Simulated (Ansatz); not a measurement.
This concerns the energy change from cell B to cell A (net 1 Al taken out and 1 In added, other atoms rearranged, in a slab cell with 16 atoms a plane). Reaction: cell B + In (I4/mmm) → cell A + Al (fcc). The sign is products less reactants.

Cell A: a slab of Al (fcc, Fm-3m) cut along (111), 65 atoms, hexagonal cell of 11.43 Å (113.1 Å²), symmetry Cm within 0.02 Å, 9.6 Å thick under 15 Å of vacuum, in-plane vectors held at the crystal's; planes from bottom to top: Al16 × 3 | Al15 | In | Cl, its two faces unlike (dipole correction applied); Al missing from the crystal's sites; added, foreign or displaced atoms, above the top plane: In bound to 6 Al at 3.04–3.05 Å; Cl bound to 1 Al at 2.20 Å; spin state with PBE: run without spin, k-point mesh 4×4×1.
```
CELL_PARAMETERS angstrom
     11.42845     0.00000     0.00000
      5.71423     9.89733     0.00000
      0.00000     0.00000    24.84416
ATOMIC_POSITIONS crystal
  Al 0.00156 0.00156 0.32123
  Al 0.25129 0.00189 0.32146
  Al 0.50033 0.00186 0.32143
  Al 0.75065 0.00153 0.32208
  Al 0.00189 0.25129 0.32146
  Al 0.25134 0.25134 0.32023
  Al 0.50026 0.25162 0.32126
  Al 0.75135 0.25123 0.32219
  Al 0.00186 0.50033 0.32143
  Al 0.25162 0.50026 0.32126
  Al 0.50098 0.50098 0.32206
  Al 0.75165 0.50102 0.32231
  Al 0.00153 0.75065 0.32208
  Al 0.25123 0.75135 0.32219
  Al 0.50102 0.75165 0.32231
  Al 0.75111 0.75111 0.32249
  Al 0.08592 0.08592 0.41549
  Al 0.33400 0.08603 0.41561
  Al 0.58155 0.08599 0.41612
  Al 0.83486 0.08460 0.41480
  Al 0.08603 0.33400 0.41561
  Al 0.33392 0.33392 0.41543
  Al 0.58383 0.33456 0.41564
  Al 0.83593 0.33321 0.41606
  Al 0.08599 0.58155 0.41612
  Al 0.33456 0.58383 0.41564
  Al 0.58452 0.58452 0.41565
  Al 0.83542 0.58383 0.41571
  Al 0.08460 0.83486 0.41480
  Al 0.33321 0.83593 0.41606
  Al 0.58383 0.83542 0.41571
  Al 0.83514 0.83514 0.41591
  Al 0.91988 0.16410 0.50781
  Al 0.16964 0.16964 0.50967
  Al 0.41464 0.16967 0.51037
  Al 0.66815 0.16752 0.50670
  Al 0.91939 0.41729 0.50778
  Al 0.16967 0.41464 0.51037
  Al 0.41717 0.41717 0.50776
  Al 0.66844 0.41728 0.50719
  Al 0.91788 0.66839 0.50714
  Al 0.16752 0.66815 0.50670
  Al 0.41728 0.66844 0.50719
  Al 0.66810 0.66810 0.50714
  Al 0.91982 0.91982 0.50748
  Al 0.16410 0.91988 0.50781
  Al 0.41729 0.91939 0.50778
  Al 0.66839 0.91788 0.50714
  Al 0.00069 0.00069 0.61892
  Al 0.25074 0.99931 0.60067
  Al 0.50480 0.99893 0.60184
  Al 0.75273 0.00103 0.59982
  Al 0.99931 0.25074 0.60067
  In 0.25158 0.25158 0.64000
  Al 0.50425 0.25091 0.60171
  Al 0.75151 0.25066 0.59976
  Al 0.99893 0.50480 0.60184
  Al 0.25091 0.50425 0.60171
  Al 0.50157 0.50157 0.60080
  Al 0.75093 0.50162 0.60069
  Al 0.00103 0.75273 0.59982
  Al 0.25066 0.75151 0.59976
  Al 0.50162 0.75093 0.60069
  Al 0.75147 0.75147 0.60063
  Cl 0.00026 0.00026 0.70751
```

Cell B: a slab of Al (fcc, Fm-3m) cut along (111), 65 atoms, hexagonal cell of 11.43 Å (113.1 Å²), symmetry P3m1 within 0.02 Å, 9.1 Å thick under 16 Å of vacuum, in-plane vectors held at the crystal's; planes from bottom to top: Al16 × 4 | Cl, its two faces unlike (dipole correction applied); added, foreign or displaced atoms, above the top plane: Cl bound to 3 Al at 2.65 Å; spin state with PBE: run without spin, k-point mesh 4×4×1.
```
CELL_PARAMETERS angstrom
     11.42845     0.00000     0.00000
      5.71423     9.89733     0.00000
      0.00000     0.00000    24.84416
ATOMIC_POSITIONS crystal
  Al 0.00007 0.00007 0.32136
  Al 0.24987 0.00007 0.32136
  Al 0.49961 0.00004 0.32292
  Al 0.75036 0.00004 0.32292
  Al 0.00007 0.24987 0.32136
  Al 0.24993 0.24993 0.32219
  Al 0.49980 0.25040 0.32264
  Al 0.75014 0.24993 0.32219
  Al 0.00004 0.49961 0.32292
  Al 0.25040 0.49980 0.32264
  Al 0.49980 0.49980 0.32264
  Al 0.75036 0.49961 0.32292
  Al 0.00004 0.75036 0.32292
  Al 0.24993 0.75014 0.32219
  Al 0.49961 0.75036 0.32292
  Al 0.75000 0.75000 0.32228
  Al 0.08333 0.08333 0.41565
  Al 0.33228 0.08374 0.41627
  Al 0.58341 0.08317 0.41694
  Al 0.83398 0.08374 0.41627
  Al 0.08374 0.33228 0.41627
  Al 0.33316 0.33316 0.41678
  Al 0.58367 0.33316 0.41678
  Al 0.83398 0.33228 0.41627
  Al 0.08317 0.58341 0.41694
  Al 0.33316 0.58367 0.41678
  Al 0.58341 0.58341 0.41694
  Al 0.83328 0.58345 0.41683
  Al 0.08374 0.83398 0.41627
  Al 0.33228 0.83398 0.41627
  Al 0.58345 0.83328 0.41683
  Al 0.83328 0.83328 0.41683
  Al 0.91896 0.16552 0.50937
  Al 0.16552 0.16552 0.50937
  Al 0.41642 0.16629 0.50894
  Al 0.66729 0.16629 0.50894
  Al 0.91687 0.41625 0.50821
  Al 0.16629 0.41642 0.50894
  Al 0.41667 0.41667 0.50894
  Al 0.66729 0.41642 0.50894
  Al 0.91643 0.66678 0.50901
  Al 0.16629 0.66729 0.50894
  Al 0.41642 0.66729 0.50894
  Al 0.66678 0.66678 0.50901
  Al 0.91687 0.91687 0.50821
  Al 0.16552 0.91896 0.50937
  Al 0.41625 0.91687 0.50821
  Al 0.66678 0.91643 0.50901
  Al 0.99740 0.99740 0.60384
  Al 0.25520 0.99740 0.60384
  Al 0.50058 0.99983 0.60316
  Al 0.74959 0.99983 0.60316
  Al 0.99740 0.25520 0.60384
  Al 0.25038 0.25038 0.60208
  Al 0.50011 0.24978 0.60314
  Al 0.74924 0.25038 0.60208
  Al 0.99983 0.50058 0.60316
  Al 0.24978 0.50011 0.60314
  Al 0.50011 0.50011 0.60314
  Al 0.74959 0.50058 0.60316
  Al 0.99983 0.74959 0.60316
  Al 0.25038 0.74924 0.60208
  Al 0.50058 0.74959 0.60316
  Al 0.75000 0.75000 0.60301
  Cl 0.08333 0.08333 0.68577
```

Reference: Al (fcc, Fm-3m), 16 atoms in the cell, the relaxed perfect crystal repeated, atoms not moved again, k-point mesh 4×4×15 on the run's own vectors.

Reference: In (I4/mmm), 1 atom in the cell, k-point mesh 24×24×24 on the run's own vectors. Conventional cell: a = b = 3.4180 Å, c = 4.7125 Å, α = β = γ = 90.00°.

Computed with Ansatz (plane waves, PAW), its PAW set soft_1, cutoff 420 eV, 500 eV for r2SCAN. The structures are at rest with PBE, within the held lattices; other levels are single points on them. Neutral cells; Fermi-Dirac smearing of at most 0.10 eV in the solids, energies taken to zero width. The lattices are those relaxed with PBE, so at other levels the solids can be strained, which adds to the spread. Larger cells are relaxed from a start prepared with the learned potential CHGNet, on a coarser mesh till forces fall under 0.03 eV/Å, which some starts already meet. A dispersion term (D3(BJ), or D4 for r2SCAN) was computed beside these levels and is taken off wherever the name lacks it. Space groups of crystals are read within 0.01 Å. No zero-point or thermal terms. No structure search was made; lower ones may exist. Spin-orbit coupling is left out. Values are for these cell sizes. Cell A has symmetry Cm within 0.02 Å and got no random move, so less symmetric positions, which may lie lower, weren't tried. Cell B has symmetry P3m1 within 0.02 Å and got no random move, so less symmetric positions, which may lie lower, weren't tried.

Task: Predict the value from r2SCAN.

Result: -0.38 eV, for cell B + In (I4/mmm) → cell A + Al (fcc).

Task: What do the other levels give, and how wide is the spread?

Result: 
```json
[
 {"Functional": "PBE", "value (eV)": "-0.33", "less r2SCAN": "0.05"}
]
```

The levels shown span only 0.05 eV, too little to tell them apart.

Ansatz is a first-principles code.
